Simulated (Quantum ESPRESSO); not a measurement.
A user runs Quantum ESPRESSO on Li7NbO6 (R3, 14 atoms in the cell) and asks whether the run is sound. The aim is a self-consistent single point with DFT, PBEsol, plane waves, GBRV 1.5 ultrasoft (PBESOL) pseudopotentials.

Cell that was meant: a = 5.8945 Å, b = 5.8945 Å, c = 5.8945 Å, α = 56.84°, β = 56.84°, γ = 56.84°.

Part of the input:

```fortran
 ecutwfc = 40
 ecutrho = 320
 occupations = 'fixed'
 nbnd = 69
/
&ELECTRONS
 conv_thr = 1e-10
/
ATOMIC_SPECIES
Li     6.9400  nb_pbesol_v1.uspp.F.UPF
Nb    92.9064  li_pbesol_v1.4.uspp.F.UPF
O     15.9990  o_pbesol_v1.2.uspp.F.UPF
ATOMIC_POSITIONS {crystal}
Li  0.49343000    0.72554000    0.12375000
Li  0.12375000    0.49343000    0.72554000
Li  0.72554000    0.12375000    0.49343000
Li  0.23560000    0.93149000    0.48928000
Li  0.48928000    0.23560000    0.93149000
Li  0.93149000    0.48928000    0.23560000
Li  0.65462300    0.65462300    0.65462300
Nb  0.00021000    0.00021000    0.00021000
O   0.63934000    0.88424000    0.23080000
O   0.23080000    0.63934000    0.88424000
O   0.88424000    0.23080000    0.63934000
O   0.07160000    0.79532000    0.37572000
O   0.37572000    0.07160000    0.79532000
O   0.79532000    0.37572000    0.07160000
K_POINTS {automatic}
6 6 6  0 0 0
CELL_PARAMETERS {angstrom}
```

Output (repeated stretches shortened):

```
     Message from routine setup:
     using ibrav=0 with symmetry is DISCOURAGED, use correct ibrav instead
     G-vector sticks info
   [... lines left out ...]
        k(    1) = (   0.0000000   0.0000000   0.0000000), wk =   0.0092593
        k(    2) = (   0.0000000  -0.2021976   0.0664952), wk =   0.0555556
        k(    3) = (   0.0000000  -0.4043951   0.1329904), wk =   0.0555556
   [... 37 lines left out ...]

     Dense  grid:    87563 G-vectors     FFT dimensions: (  64,  64,  64)

     Smooth grid:    30949 G-vectors     FFT dimensions: (  45,  45,  45)

     Initial potential from superposition of free atoms

     starting charge     129.5318, renormalised to     130.0000
     Self-consistent Calculation

     iteration #  1     ecut=    40.00 Ry     beta= 0.70

     total energy              =   -1031.34106135 Ry
     estimated scf accuracy    <       2.60295614 Ry

     iteration #  2     ecut=    40.00 Ry     beta= 0.70

     total energy              =   -1031.54307202 Ry
     estimated scf accuracy    <       5.88411889 Ry

     iteration #  3     ecut=    40.00 Ry     beta= 0.70

     total energy              =   -1032.56423725 Ry
     estimated scf accuracy    <       0.70762952 Ry

   [... 10 blocks of this kind left out ...]

     iteration # 14     ecut=    40.00 Ry     beta= 0.70

     total energy              =   -1032.69975397 Ry
     estimated scf accuracy    <          1.7E-09 Ry

     iteration # 15     ecut=    40.00 Ry     beta= 0.70
     End of self-consistent calculation

     highest occupied, lowest unoccupied level (ev):    22.6725   22.4473

!    total energy              =   -1032.69975397 Ry
     estimated scf accuracy    <          8.8E-11 Ry

     convergence has been achieved in  15 iterations

     Forces acting on atoms (cartesian axes, Ry/au):

     atom    1 type  1   force =    -0.01997562   -0.00524543   -0.12598199
     atom    2 type  1   force =     0.01453049   -0.01467668   -0.12598199
     atom    3 type  1   force =     0.00544513    0.01992211   -0.12598199
     atom    4 type  1   force =    -0.10812696    0.03709397    0.11554955
     atom    5 type  1   force =     0.02193916   -0.11218768    0.11554955
   [... lines left out ...]

     Total force =     0.559077     Total SCF correction =     0.000050

          total   stress  (Ry/bohr**3)                   (kbar)     P=     1050.73
   0.00766712  -0.00000000   0.00000000         1127.87       -0.00        0.00
   0.00000000   0.00766712  -0.00000000            0.00     1127.87       -0.00
  -0.00000000   0.00000000   0.00609393           -0.00        0.00      896.45

   JOB DONE.
```

Can these results be used? Check the input.

The run is not sound. The fault is potential files assigned to the wrong elements. Each file describes one element; swapped files give the atoms the wrong cores and charges. To fix it, match the files to the elements. The run converged in 15 iterations without an error; against the sound input the pressure goes from -5.96 to 105.1 GPa and the largest force goes from 0.557 to 5.119 eV/Å.

An input that runs soundly differs in these lines (not the only fix; some lines may just follow from the change or write a value another way):
```diff
- nbnd = 69
+ nbnd = 39
-Li     6.9400  nb_pbesol_v1.uspp.F.UPF
-Nb    92.9064  li_pbesol_v1.4.uspp.F.UPF
+Li     6.9400  li_pbesol_v1.4.uspp.F.UPF
+Nb    92.9064  nb_pbesol_v1.uspp.F.UPF
-Li  0.49343000    0.72554000    0.12375000
-Li  0.12375000    0.49343000    0.72554000
-Li  0.72554000    0.12375000    0.49343000
-Li  0.23560000    0.93149000    0.48928000
-Li  0.48928000    0.23560000    0.93149000
-Li  0.93149000    0.48928000    0.23560000
-Li  0.65462300    0.65462300    0.65462300
-Nb  0.00021000    0.00021000    0.00021000
-O   0.63934000    0.88424000    0.23080000
-O   0.23080000    0.63934000    0.88424000
-O   0.88424000    0.23080000    0.63934000
-O   0.07160000    0.79532000    0.37572000
-O   0.37572000    0.07160000    0.79532000
-O   0.79532000    0.37572000    0.07160000
+Li    0.49343000    0.72554000    0.12375000
+Li    0.12375000    0.49343000    0.72554000
+Li    0.72554000    0.12375000    0.49343000
+Li    0.23560000    0.93149000    0.48928000
+Li    0.48928000    0.23560000    0.93149000
+Li    0.93149000    0.48928000    0.23560000
+Li    0.65462300    0.65462300    0.65462300
+Nb    0.00021000    0.00021000    0.00021000
+O     0.63934000    0.88424000    0.23080000
+O     0.23080000    0.63934000    0.88424000
+O     0.88424000    0.23080000    0.63934000
+O     0.07160000    0.79532000    0.37572000
+O     0.37572000    0.07160000    0.79532000
+O     0.79532000    0.37572000    0.07160000
```

With that input, the run converged in 16 iterations: free energy E − TS -5622.5459 eV; top of the valence band (on the code's own zero) 4.16 eV; gap on the k-point mesh 3.59 eV; pressure -5.96 GPa; largest force (vector length) 0.557 eV/Å (DFT, PBEsol, plane waves, GBRV 1.5 ultrasoft (PBESOL) pseudopotentials).

On the sound input: the starting cell comes from a database of computed structures (which also holds hypothetical and non-ambient phases and stackings), without a prior relaxation at this level. With a pressure of about -6 GPa the cell is away from its equilibrium volume at this level.
